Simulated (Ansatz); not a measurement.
Results of B3LYP (VWN-RPA form) in Ansatz (PAW) for Ta₃N₅ (Cmcm, No. 63).

Numerical settings: plane-wave cutoff 460 eV, 6×6×2 k mesh (along the axes of the cell as run), Fermi–Dirac smearing 0.01 eV, scalar-relativistic PAW data made under PBE.

Cell (measured lattice):

```
CELL_PARAMETERS angstrom
      1.94310    -5.10590     0.00000
      1.94310     5.10590     0.00000
      0.00000     0.00000    10.26240
ATOMIC_POSITIONS crystal
  Ta 0.80290 0.19710 0.75000
  Ta 0.19710 0.80290 0.25000
  Ta 0.86550 0.13450 0.05910
  Ta 0.13450 0.86550 0.94090
  Ta 0.13450 0.86550 0.55910
  Ta 0.86550 0.13450 0.44090
  N  0.23680 0.76320 0.75000
  N  0.76320 0.23680 0.25000
  N  0.95300 0.04700 0.61950
  N  0.04700 0.95300 0.38050
  N  0.04700 0.95300 0.11950
  N  0.95300 0.04700 0.88050
  N  0.69140 0.30860 0.57380
  N  0.30860 0.69140 0.42620
  N  0.30860 0.69140 0.07380
  N  0.69140 0.30860 0.92620
```

Q: Give the computed band gap, smallest direct gap on the k points sampled and Γ–Γ gap.

A: 
* **band gap**: 2.59 eV
* **smallest direct gap on the k points sampled**: 2.83 eV
* **Γ–Γ gap**: 2.86 eV

Measured, for comparison: band gap 2.18 eV (temperature not stated, not corrected to a static lattice, indirect, Tauc analysis with phonon absorption and emission, films; as tabulated in Eichhorn et al. (2021), doi:10.1039/d1ta05282a).

Note: cell and atoms aren't relaxed at this level (largest force component 0.35 eV/Å, pressure 6.1 GPa).

Spin–orbit coupling is not included.

Ansatz is a first-principles code.
